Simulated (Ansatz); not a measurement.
Consider C in the diamond structure (space group Fd-3m, No. 227; a = 3.560 Å). Axes: x, y, z lie along the cube axes.

Level of theory: r2SCAN/PAW in Ansatz (a program for electronic structure), no SOC.

Strains are applied to the cell and any free atomic positions relax; under biaxial strain the out-of-plane vector relaxes too.

One change was made to it. Results:

```json
[
 {"quantity": "pressure (mean of the normal stresses, compression positive)", "base": "0.01 GPa", "after": "-3.94 GPa"},
 {"quantity": "band gap", "base": "4.36 eV", "after": "4.18 eV"},
 {"quantity": "hole mass", "base": "–", "after": "0.47 mₑ out of plane, 0.27 mₑ in plane (at Γ)"}
]
```

**Question.** Which of these changes matches the shifts?
A) biaxial strain +2.00 %, plane normal [001], relaxed out of plane
B) biaxial strain +1.50 %, plane normal [001], relaxed out of plane
C) biaxial strain +0.50 %, plane normal [001], relaxed out of plane
D) biaxial strain +3.00 %, plane normal [001], relaxed out of plane

**Answer.** C, biaxial strain +0.50 %, plane normal [001], relaxed out of plane. For comparison, the band gap in the other runs: biaxial strain +3.00 %, plane normal [001], relaxed out of plane gives 3.31 eV; biaxial strain +2.00 %, plane normal [001], relaxed out of plane gives 3.65 eV; biaxial strain +1.50 %, plane normal [001], relaxed out of plane gives 3.82 eV.

Effective masses come from finite differences of ±0.01 Å⁻¹. No phonon test of stability was made.
